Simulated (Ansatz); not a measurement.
## CdGeAs2: energy against strain

CdGeAs2 (chalcopyrite, I-42d, 26.261 Å³/atom and stress up to 0.01 GPa in the relaxed cell, c along z) under a strain ε along c (axis z), the other axes held. PBE in Ansatz, a plane-wave DFT program (PAW, default set), 420 eV, 8×8×8 Γ-centred mesh, Fermi-Dirac smearing 0.05 eV; ions are relaxed, or left where forces stay under 0.02 eV/Å, within the symmetry of each cell. Against the start cell, which lies near the measured one, the relaxed cell differs by 6.1 % in volume and 2.4 % in c; the values below rest on it.

Here s stands for strain and y for E less E0.

| strain (%) | E less E0 (meV/atom) |
|---|---|
| -1.50 | 1.32 |
| -0.75 | 0.33 |
| 0.00 | 0.00 |
| 0.75 | 0.33 |
| 1.50 | 1.30 |
| 3.00 | ? |

Fit y of the 5 rows that show it with a parabola. Least squares gives y = 0.002 - 0.0053·s + 0.5816·s². Residuals (row less fit): 0.001, -0.003, -0.002, 0.005, -0.003; standard error 0.005 (degrees of freedom: 2). Twice the quadratic coefficient over the volume, 2 × 0.5816 meV × 10⁴ × 0.1602 / 26.261 Å³, is the elastic constant C33 = 71.0 ± 0.3 GPa (± standard error of the fit, which holds the terms cut off).

Q: What does the fit predict for y at s = 3.00, and how far is the calculated value from it?

A: y = 0.002 - 0.0053 × 3.00 + 0.5816 × 3.00² = 5.221 meV/atom. The calculation gives 5.13 meV/atom, 0.091 meV/atom below the prediction (1.8 % of the range of y in the table). The row lies outside the fitted rows, so this is an extrapolation. The scatter of the fitted rows lies at the last printed digit.

A polynomial of degree 3 through the 8 other runs of the series gives 5.13 there, so most of the miss is curvature that the fit leaves out. Rows are the converged runs of the series near zero and its far end; series whose fitted rows scatter by over a few per cent of the range, as at a crossing or softening among them, aren't shown in this form, nor equations of state whose B0' disagrees with the runs' pressures. Most that stay on the fit to the last digits aren't either.
